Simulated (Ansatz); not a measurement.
We consider MnO2 (Pnma, No. 62), described by PBE0 (PAW; Ansatz, an electronic-structure program).

Run with plane-wave cutoff 500 eV, 4×8×6 k mesh (along the axes of the cell as run), gaussian smearing 0.02 eV, spin-polarised with parallel moments, scalar-relativistic PAW data made under PBE.

Cell (relaxed with r²SCAN):

```
MnO2
1.0
    9.01651     0.00000     0.00000
    0.00000     2.85192     0.00000
    0.00000     0.00000     4.62634
Mn O
4 8
Direct
  0.13472   0.25000   0.05544
  0.86528   0.75000   0.94456
  0.36528   0.75000   0.55544
  0.63472   0.25000   0.44456
  0.76407   0.25000   0.12046
  0.23593   0.75000   0.87954
  0.73593   0.75000   0.62046
  0.26407   0.25000   0.37954
  0.97754   0.25000   0.78382
  0.02246   0.75000   0.21618
  0.52246   0.75000   0.28382
  0.47754   0.25000   0.71618
```

Estimate the band gap that the calculation returns.


- band gap: 3.65 eV (on the SCF k mesh)

Note: the magnetic order was assumed, not searched for or taken from measurement; cell and atoms aren't relaxed at this level (largest force component 0.39 eV/Å, pressure -2.7 GPa).

Static lattice: no zero-point or thermal effects.
